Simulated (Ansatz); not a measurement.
SiO2 (P4₁2₁2, No. 92) was calculated with PBE-D3(BJ) (plane waves, PAW; Ansatz, a first-principles code).

Settings: plane-wave cutoff 520 eV, 8×8×6 k mesh (along the axes of the cell as run), Fermi–Dirac smearing 0.01 eV, scalar-relativistic PAW data made under PBE.

A third-order Birch–Murnaghan fit to the energies gives V0 = 13.865 Å³/atom, B0 = 17.4 GPa, B′ = 4.5.

```
V (Å³/atom)     P (GPa)
-----------  ----------
13.314       (withheld)
13.591       (withheld)
13.869           -0.007
14.146       (withheld)
14.423       (withheld)
```

Estimate the withheld pressures from this fit; the answers are the runs' own values.


- 13.314, P (GPa): 0.780
- 13.591, P (GPa): 0.359
- 14.146, P (GPa): -0.316
- 14.423, P (GPa): -0.631

The formula P = (3/2) B0 (x^(7/3) − x^(5/3)) [1 + (3/4)(B′ − 4)(x^(2/3) − 1)] with x = V0/V meets the computed pressures within 0.02 GPa when these rounded values are put in.

Shape and atoms are relaxed at each volume.

Measured, for comparison: equilibrium volume per atom 14.27 Å³/atom (temperature not stated, not corrected to a static lattice, from a published cell, temperature and pressure not stated; as tabulated in Journal of Applied Physics 57, 1045 (1985)). Computed less measured: equilibrium volume per atom -2.8 %.

Static lattice: no zero-point or thermal effects.

It cost around 29 core-minutes (rough) of CPU time.
